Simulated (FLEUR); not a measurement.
FLEUR run on InSe (C2/m, 4 atoms in the cell): self-consistent single point.

Level of theory: PBEsol, all-electron FLAPW (FLEUR), scalar-relativistic valence run with FLEUR.

The change in words: lattice scaled by 0.98. Reference geometry:
```yaml
crystal:
  lattice:
    - [5.82639, -2.05465, 0.00000]
    - [5.82639, 2.05465, 0.00000]
    - [-1.72323, 0.00000, 4.77135]
  atoms:
    - { symbol: In, position: [0.11180, 0.11180, 0.95316] }
    - { symbol: In, position: [0.88820, 0.88820, 0.04684] }
    - { symbol: Se, position: [0.33907, 0.33907, 0.33104] }
    - { symbol: Se, position: [0.66093, 0.66093, 0.66896] }
```

Reference input (self-consistent single point, DFT, PBEsol, all-electron FLAPW (FLEUR), scalar-relativistic valence): Kmax = 4.2 1/bohr; GmaxXC = 16.8 1/bohr; xcFunctional = PBEs; jspins = 1; l_soc = F; mode = hist; fermiSmearingEnergy = 0.0001 Htr; mesh (inpgen div1-3) = 5 5 4; inpgen gamma flag = true; Gmax = 16.8 1/bohr; numbands = 0; maxIterBroyd = 15. This run's input differs from it in these lines:

```diff
@@ -3,5 +3,5 @@
 &input film=f /
-11.0102908439 -3.8827257820 0.0000000000
-11.0102908439 3.8827257820 0.0000000000
--3.2564365292 -0.0000000000 9.0165485242
+10.7900848380 -3.8050712663 -0.0000000000
+10.7900848380 3.8050712663 -0.0000000000
+-3.1913071183 -0.0000000000 8.8362176293
 1.0
@@ -46,5 +46,5 @@
          <bravaisMatrix>
-            <row-1>   11.0102908439000000    -3.8827257820000001     0.0000000000000000</row-1>
-            <row-2>   11.0102908439000000     3.8827257820000001     0.0000000000000000</row-2>
-            <row-3>   -3.2564365292000002     0.0000000000000000     9.0165485241999992</row-3>
+            <row-1>   10.7900848380000003    -3.8050712663000001     0.0000000000000000</row-1>
+            <row-2>   10.7900848380000003     3.8050712663000001     0.0000000000000000</row-2>
+            <row-3>   -3.1913071183000001     0.0000000000000000     8.8362176293000001</row-3>
          </bravaisMatrix>
```

The program printed (abridged):

```
 Iteration:     1   Distance:       5.61763407 me/bohr^3
 Iteration:     2   Distance:       5.13363100 me/bohr^3
 Iteration:     3   Distance:       2.85085784 me/bohr^3
 Iteration:     4   Distance:       1.13399007 me/bohr^3
 Iteration:     5   Distance:       0.81329513 me/bohr^3
   [... 9 lines left out ...]
 Iteration:    15   Distance:       0.00003821 me/bohr^3
 Iteration:    16   Distance:       0.00003520 me/bohr^3
 Iteration:    17   Distance:       0.00001637 me/bohr^3
 Iteration:    18   Distance:       0.00000548 me/bohr^3
 Reset of history
 Run finished successfully
 Stop message:
   Structural relaxation: new displacements generated

[file out, last iteration]
             iter=     19
[...]
          total density-effective poten   -2.7220287304E+04
          total charge density-energy d   -4.8748832474E+02
 Updated energy parameters for spin:           1
[...]
 fermi energy and band-weighting factors:

[...]
FERMIE:
          first approx. to ef    (T=0)  :   0.205288 htr   (energy of the highest occ. eigenvalue)
          number of occ. states  (T=0)  :        957
          first approx. to seigv (T=0)  : -36.530622 htr
          sum of weights of occ. states :  29.000000
          sum of semicore charge        :   0.000000 e
FERHIS:  Fermi-Energy by histogram:
          bandgap                     :   0.043746 htr
   [... lines left out ...]
          charge neutrality (T=0)     :   0.000000    (zero if the highest occ. eigenvalue is "entirely" occupied)
 Direct bandgap for spin            1 :    5.3192939553137336E-002  Htr
 ---->    free energy=                    -16618.5235019642 htr
   [... lines left out ...]
      extrapolation for T->0
 ---->    total electron energy=          -16618.5235019642 htr
 ***** TOTAL FORCES ON ATOMS *****
 TOTAL FORCE FOR ATOM TYPE=  1  X=  2.562   Y=  0.000   Z= -0.414
                       FX_TOT=-0.006631 FY_TOT= 0.000000 FZ_TOT= 0.001722
 TOTAL FORCE FOR ATOM TYPE=  2  X=  6.261   Y=  0.000   Z=  2.925
                       FX_TOT=-0.000860 FY_TOT= 0.000000 FZ_TOT= 0.012311
```

The run converged in 18 iterations. FLEUR gives forces in its relaxation mode, with a further iteration, so its stop message speaks of a relaxation. Against the reference run the free energy rises by 9.3 meV/atom, the largest force goes from 0.116 to 0.635 eV/Å and the gap on the mesh goes from 1.091 to 1.190 eV.

The starting cell comes from a database of computed structures (which also holds hypothetical and non-ambient phases and stackings), without a prior relaxation at this level. For this run, on top of that: lattice scaled by 0.98. Values depend on the basis (sphere radii, cutoffs, local orbitals), which need not be converged.

Cost on one core of a shared machine: roughly 4 min.
